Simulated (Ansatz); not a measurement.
Take BeTe in the zinc blende structure (space group F-43m, No. 216) as the base.

```
BeTe
1.0
    0.00000     2.77712     2.77712
    2.77712     0.00000     2.77712
    2.77712     2.77712     0.00000
Be Te
1 1
Cartesian
  0.00000   0.00000   0.00000
  1.38856   1.38856   1.38856
```

Cartesian axes are those of the cell as printed.

The values are results of LDA (Ansatz, an electronic-structure program), scalar-relativistic without spin-orbit coupling, not measurements.

It is then changed as follows: the cell is compressed by 3.00 % along z with no lateral relaxation, atoms relaxed at fixed cell.

Question: Predict the stress tensor and what it implies for the stiffness.

Answer: Stress of the strained cell less that of the base (GPa, compression positive):
```
   1.44    0.00    0.00
   0.00    1.44    0.00
   0.00    0.00    3.28
```

Then −Δσ_ii/ε with ε = -0.0300 gives secant stiffness values (nonlinear terms included at this strain): C33 ≈ 109 GPa, C13 ≈ 48 GPa and C23 ≈ 48 GPa.

As a check, the harmonic strain energy −½ V₀ Δσ:ε is 6.6 meV/atom; the computed energy rise is 6.5 meV/atom.

No phonon test of stability was made.
